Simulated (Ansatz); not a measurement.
1T (CdI2-type) PtTe2 was calculated with PBE-D4 in Ansatz (plane waves, PAW).

Settings: plane-wave cutoff 520 eV, 18×18×12 k mesh (along the axes of the cell as run), Fermi–Dirac smearing 0.071 eV (set by the program), scalar-relativistic PAW data made under PBE.

Computed at the level's own relaxed cell.

```xyz
3
Lattice="4.0539 0.0000 0.0000 -2.0270 3.5108 0.0000 0.0000 0.0000 5.0933" Properties=species:S:1:pos:R:3 pbc="T T T"
Te     0.0000     2.3405     1.3592
Te     2.0270     1.1703     3.7341
Pt     0.0000     0.0000     0.0000
```

Q: Give the elastic tensor (Voigt notation, GPa, ions relaxed, in the Cartesian axes of the cell as printed).

A: 
```
  166.0    54.1    46.7   -23.2     0.0     0.0
   54.1   166.0    46.7    23.2     0.0     0.0
   46.7    46.7    78.3     0.0     0.0     0.0
  -23.2    23.2     0.0    48.0     0.0     0.0
    0.0     0.0     0.0     0.0    48.0   -23.2
    0.0     0.0     0.0     0.0   -23.2    55.9
```

Note: the dispersion coefficients are held fixed in the derivatives.

Spin–orbit coupling is not included.

The computed numbers hold no vibrational or temperature effects.

Ansatz is a first-principles code.
